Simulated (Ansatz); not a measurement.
**Si: energy against strain**

Si (diamond, Fd-3m, 20.054 Å³/atom at rest, cube axes along x, y and z) under a strain ε along a cube axis (axis z), the other axes held. PBEsol in Ansatz, a plane-wave DFT program (PAW, default set), 420 eV, 11×11×11 Γ-centred mesh, Fermi-Dirac smearing 0.05 eV; ions are relaxed within the symmetry of each cell.

Here s stands for strain and y for E less E0.

| strain (%) | E less E0 (meV/atom) |
|---|---|
| -3.00 | ? |
| -1.50 | 2.22 |
| -1.00 | 0.98 |
| -0.50 | 0.24 |
| 0.00 | 0.00 |
| 0.50 | 0.25 |
| 1.00 | 0.98 |
| 1.50 | 2.20 |

Fit y of the 7 rows that show it with a parabola. Least squares gives y = -0.001 - 0.0036·s + 0.9824·s². Residuals (row less fit): 0.005, -0.005, -0.006, 0.001, 0.007, 0.002, -0.004; standard error 0.006 (degrees of freedom: 4). Twice the quadratic coefficient over the volume, 2 × 0.9824 meV × 10⁴ × 0.1602 / 20.054 Å³, is the elastic constant C11 = 157 ± 0.5 GPa.

### Question
Estimate the missing y (s = -3.00); what did the run itself give?

### Answer
y = -0.001 - 0.0036 × (-3.0) + 0.9824 × (-3.0)² = 8.851 meV/atom. The calculation gives 8.95 meV/atom, 0.099 meV/atom above the prediction (1.1 % of the range of y in the table). The row lies outside the fitted rows, so this is an extrapolation. From the scatter of the fitted rows alone, a prediction at this place has a standard error of 0.025 meV/atom, so the miss is 4.0 times that.

One order more, fitted to all 13 runs of the series, follows each within 0.01, so the miss is the next term of a smooth law. Rows are the converged runs of the series near zero and its far end; series whose fitted rows scatter by over a few per cent of the range, as at a crossing or softening among them, aren't shown in this form. Most that stay on the fit to the last digits aren't either.
